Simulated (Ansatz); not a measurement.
Ag, response to strain

The parent structure is Ag in the fcc (Cu type) structure (space group Fm-3m, No. 225; a = 4.001 Å; relaxed with 0.1 eV smearing). Axes: x, y, z lie along the cube axes.

Strains are applied to the cell and any free atomic positions relax.

Level of theory: LDA/PAW in Ansatz (a program for electronic structure), no spin-orbit coupling.

Candidates:
(a) uniaxial strain ε_zz = −2.50 %
(b) uniaxial strain ε_zz = −1.00 %
(c) uniaxial strain ε_zz = +0.50 %
(d) uniaxial strain ε_zz = +3.00 %
(e) uniaxial strain ε_zz = +1.50 %

Notes on the quantities. energy relative to the base: free energy F.

Q: Order them by energy relative to the base, lowest first.

A: (c) uniaxial strain ε_zz = +0.50 % (+0.2 meV/atom), (b) uniaxial strain ε_zz = −1.00 % (+0.9 meV/atom), (e) uniaxial strain ε_zz = +1.50 % (+1.8 meV/atom), (a) uniaxial strain ε_zz = −2.50 % (+5.5 meV/atom), (d) uniaxial strain ε_zz = +3.00 % (+7.1 meV/atom)

Stability against distortions was not tested.
